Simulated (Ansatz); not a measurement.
Consider N vacancy in wurtzite GaN, charge state +1. Calculation: PBE, PAW (plane waves to 420 eV; Ansatz, an electronic-structure program).

72-site cell at the relaxed PBE lattice, one k-point at (0.125, 0.250, 0.250), smearing 0.01 eV, spin-restricted, no finite-size correction. No zero-point or tunnelling terms. The charge state is imposed; whether it is stable for some Fermi level was not computed. Forms of the defect that were not tried may lie lower.

Barriers: single points on a 2×2×2 k-point mesh shifted by half a step along c at the bands' geometries.

The step: a nearby N atom hops onto the vacant site. Atoms about the jump, Cartesian Å from the middle of the jump, before and after:

| atom | x0 | y0 | z0 | x1 | y1 | z1 |
|---|---|---|---|---|---|---|
| N1 | 0.80 | 0.46 | -1.30 | -0.80 | -0.46 | 1.30 |
| Ga2 | -0.81 | -0.46 | -0.72 | -0.82 | -0.48 | -0.66 |
| Ga3 | 0.82 | 0.47 | 1.96 | 0.80 | 0.46 | 1.96 |
| Ga4 | 2.42 | -0.48 | -0.68 | 2.42 | -0.47 | -0.67 |
| Ga5 | 0.80 | 2.33 | -0.67 | 0.80 | 2.34 | -0.66 |
| N6 | 2.40 | -0.47 | 1.30 | 2.40 | -0.46 | 1.30 |
| N7 | 0.80 | 2.32 | 1.31 | 0.80 | 2.31 | 1.30 |
| Ga8 | -0.81 | -2.35 | 1.97 | -0.81 | -2.33 | 1.95 |
| N9 | -0.81 | -2.32 | -1.30 | -0.80 | -2.32 | -1.31 |
| Ga10 | -2.42 | 0.46 | 1.95 | -2.42 | 0.47 | 1.95 |

Q: Give the saddle-point geometry and the barrier.

A: 
```json
[
 {"atom": "N1", "x": "0.15", "y": "-0.05", "z": "0.30"},
 {"atom": "Ga2", "x": "-1.11", "y": "-0.63", "z": "-0.87"},
 {"atom": "Ga3", "x": "0.97", "y": "0.55", "z": "1.93"},
 {"atom": "Ga4", "x": "2.23", "y": "-0.47", "z": "-0.58"},
 {"atom": "Ga5", "x": "0.75", "y": "2.21", "z": "-0.63"},
 {"atom": "N6", "x": "2.57", "y": "-0.45", "z": "1.38"},
 {"atom": "N7", "x": "0.89", "y": "2.42", "z": "1.34"},
 {"atom": "Ga8", "x": "-0.76", "y": "-2.33", "z": "1.95"},
 {"atom": "N9", "x": "-0.89", "y": "-2.44", "z": "-1.39"},
 {"atom": "Ga10", "x": "-2.45", "y": "0.52", "z": "1.99"}
]
```
It lies 3.95 eV above the start and 3.95 eV above the end. The program found a first-order saddle point. Symmetry-equivalent saddle points exist between the same ends.
